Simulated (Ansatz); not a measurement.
**Response to strain in CdSe**

The parent structure is CdSe in the wurtzite structure (space group P6_3mc, No. 186).

Space group P6₃mc (No. 186); a = b = 4.248 Å, c = 6.941 Å, α = β = 90.00°, γ = 120.00°

| atom | site | symmetry | x | y | z |
|---|---|---|---|---|---|
| Cd | 2b | 3m. | 0.3333 | 0.6667 | 0.0003 |
| Se | 2b | 3m. | 0.3333 | 0.6667 | 0.3757 |

Strains are applied to the cell and any free atomic positions relax.

Computed with LDA (Ansatz, a program for electronic structure; PAW; 420 eV plane waves; spin-orbit coupling left out).

Notes on the quantities. pressure: mean of the normal stresses, compression positive.

| isotropic strain (%) | pressure (GPa) |
|---|---|
| -3 | 6.5 |
| -2.4 | 5.0 |
| -1.8 | 3.6 |
| -1.2 | ? |
| -0.6 | 1.1 |
| 0 | 0.0 |

### Question
Fit P = P₀ − Bδ + Cδ² with δ = (1 + ε)³ − 1 to the rows shown and predict the withheld row.

### Answer
Least squares on the printed values gives P₀ = 0.0 GPa, B = 57.8 GPa (at held cell shape), C = 190 GPa (largest residual 0.0 GPa); this predicts 2.3 GPa, and the run gives 2.3 GPa, in agreement.

Whether these cells are dynamically stable was not tested.
